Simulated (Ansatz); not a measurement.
Data:

```yaml
crystal:
  lattice:
    - [2.30799, 0.00000, 0.00000]
    - [-1.15400, 1.99878, 0.00000]
    - [0.00000, 0.00000, 3.63774]
  atoms:
    - { symbol: Be, position: [0.66667, 0.33333, 0.75000] }
    - { symbol: Be, position: [0.33333, 0.66667, 0.25000] }
```

No spin polarisation.

Level of theory: PBE, PAW, 420 eV (Ansatz, an electronic-structure program; spin-orbit coupling left out). k-mesh 29×29×16 (Γ-centred); smearing 0.1 eV (Fermi–Dirac).

Problem. Estimate the band gap.

Solution. Zero.

Problem. What is the computed pressure (mean of the normal stresses, compression positive)?

Solution. -6.6 GPa.

Problem. What space group does the calculation give?

Solution. P6_3/mmc (No. 194).

The cells carry an imposed strain or load. No phonon test of stability was made. The cell was made from Be in the hcp (Mg type) structure (space group P6_3/mmc, No. 194) by this change: isotropic strain +2.00 %.
